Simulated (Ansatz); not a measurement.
**MoSi2, pressure series**

The reference is MoSi$_{2}$ (space group I4/mmm, No. 139; a = 3.2017 Å, c = 7.8186 Å).

Cell and atoms are relaxed at each pressure.

Computed with DFT with r2SCAN, PAW potentials and a 500 eV plane-wave cutoff in Ansatz (a quantum-chemistry and plane-wave program), without spin-orbit coupling.

```tsv
pressure (GPa)	volume per atom (Å³/atom)
-2	13.484
-1	13.420
0	13.358
3	?
7	12.962
15	12.576
30	11.983
75	10.763
100	10.282
```

Problem. Fit the third-order Birch–Murnaghan form P(V) = (3B₀/2)[(V₀/V)^(7/3) − (V₀/V)^(5/3)]·[1 + (3/4)(B₀′ − 4)((V₀/V)^(2/3) − 1)] (squares taken in P) to the rows shown and predict the withheld row.

Solution. Least squares on the printed values gives V₀ = 13.357 Å³/atom, B₀ = 220 GPa, B₀′ = 4.2; this predicts 13.181 Å³/atom, and the run gives 13.180 Å³/atom, in agreement.

A case with no gap was solved on a k-mesh chosen for an insulator, which is coarse for it. Load acts through the strain it causes; cell and atoms are relaxed under it. No phonon test of stability was made. No other phases were tried under pressure. The final runs are not spin-polarised.
